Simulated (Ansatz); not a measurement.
The reference is BN in the zinc blende structure (space group F-43m, No. 216).

```
BN
1.0
    0.00000     1.79027     1.79027
    1.79027     0.00000     1.79027
    1.79027     1.79027     0.00000
B N
1 1
Direct
  0.00000   0.00000   0.00000
  0.25000   0.25000   0.25000
```

Cartesian axes are those of the cell as printed.

Computed with Ansatz (an electronic-structure program), LDA, PAW, cutoff 420 eV, no spin-orbit coupling.

Strains are applied to the cell and any free atomic positions relax.

One change was made to it. Results:

```json
[
 {"quantity": "electron mass", "base": "0.90 mₑ along k, 0.30 mₑ across (at X)", "after": "0.84 mₑ along k, 0.30 mₑ across (at X)"},
 {"quantity": "valley order (the lowest conduction-band minima on the path, energy above the VBM, named in the base's zone)", "base": "X along ⟨100⟩ 4.39 eV", "after": "X along [001] 3.95 eV; X along [100] 4.41 eV"},
 {"quantity": "energy relative to the base (free energy F)", "base": "0 meV/atom", "after": "+9.4 meV/atom"}
]
```

Question: Name the change that was made.
A. uniaxial strain ε_zz = +1.00 %
B. uniaxial strain ε_zz = −0.50 %
C. uniaxial strain ε_zz = −2.50 %

Answer: C, uniaxial strain ε_zz = −2.50 %. For comparison, the valley order in the other runs: uniaxial strain ε_zz = +1.00 % gives X along [010] 4.29 eV; X along [001] 4.47 eV; uniaxial strain ε_zz = −0.50 % gives X along [001] 4.30 eV; X along [100] 4.39 eV.

The levels and masses belong to the bands next to the band gap. Masses are band curvatures over ±0.01 Å⁻¹ around the edge. Along k means along the line from Γ to the band edge. Stability against distortions was not tested.
